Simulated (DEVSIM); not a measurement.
Device: TaN/SiO2/n-Si capacitor, at 300 K.

Layer 1 from the left is SiO2, thickness (nm) 13.0. Layer 2 from the left is Si, thickness (nm) 2300, Nd (cm⁻³) 6.3e16.

Metal gate on the left, work function 4.4 eV. Fixed charge at the semiconductor interface 6.8e11 cm⁻² (in units of +e); no interface traps.

The device is made up for the run: typed textbook-type constants, with dimensions and the other settings drawn at random. Values at 300 K.

SiO2: gap (eV) 9, affinity (eV) 0.9, permittivity 3.9. Si: gap (eV) 1.124, affinity (eV) 4.05, permittivity 11.7, Nc (cm⁻³) 2.86e19, Nv (cm⁻³) 3.1e19.

### Question
Estimate by hand the flat-band voltage, the threshold voltage, and compare with a numerical solution.

### Answer

- Flat-band voltage: C = 0.266 μF/cm², work-function difference 0.192 V; VFB = φms − qNf/C = -0.22 V; numerical -0.22 V.
- Threshold voltage: φF = 0.403 V, depletion charge √(4εqNφF) = 1.30e-7 C/cm²; VT = VFB − 2φF − Qd/C = -1.51 V; numerical -1.51 V.

Model (solved in DEVSIM): 1D Poisson equation in equilibrium, Boltzmann statistics, complete ionisation; no quantum confinement or tunnelling. Metal contacts follow the ideal Schottky-Mott rule: no Fermi-level pinning, no interface dipoles.
